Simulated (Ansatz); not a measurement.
**Be3N2 (space group P6_3/mmc, No. 194; a cell from a computed database, its experimental status unchecked)**

```cif
data_Be6N4
_chemical_formula_sum 'Be6 N4'
_space_group_name_H-M_alt 'P 1'
_space_group_IT_number 1
_cell_length_a 2.83711
_cell_length_b 2.83711
_cell_length_c 9.70956
_cell_angle_alpha 90.000
_cell_angle_beta 90.000
_cell_angle_gamma 120.000
loop_
_space_group_symop_operation_xyz
  'x, y, z'
loop_
_atom_site_label
_atom_site_type_symbol
_atom_site_fract_x
_atom_site_fract_y
_atom_site_fract_z
_atom_site_occupancy
Be1 Be 0.33333 0.66667 0.07825 1
Be2 Be 0.66667 0.33333 0.92175 1
Be3 Be 0.66667 0.33333 0.57825 1
Be4 Be 0.33333 0.66667 0.42175 1
Be5 Be 0.00000 0.00000 0.25000 1
Be6 Be 0.00000 0.00000 0.75000 1
N1 N 0.00000 0.00000 0.00000 1
N2 N 0.00000 0.00000 0.50000 1
N3 N 0.33333 0.66667 0.25000 1
N4 N 0.66667 0.33333 0.75000 1
```

The values are results of PBEsol/PAW in Ansatz (a quantum-chemistry and plane-wave program), no spin-orbit coupling, not measurements. Settings: 13×13×4 k-points, 0.05 eV Fermi–Dirac smearing.

```yaml
volume_per_atom: 6.77 Å³
density: 2.70 g/cm³
band_gap: 3.25 eV, indirect, Γ → M
Lowest conduction-band minima above the VBM: M (1/2, 0, 0) 3.25 eV
total_energy: -206.722 eV/atom (σ→0; compares only within this code and set-up)
```

Stability against distortions was not tested.
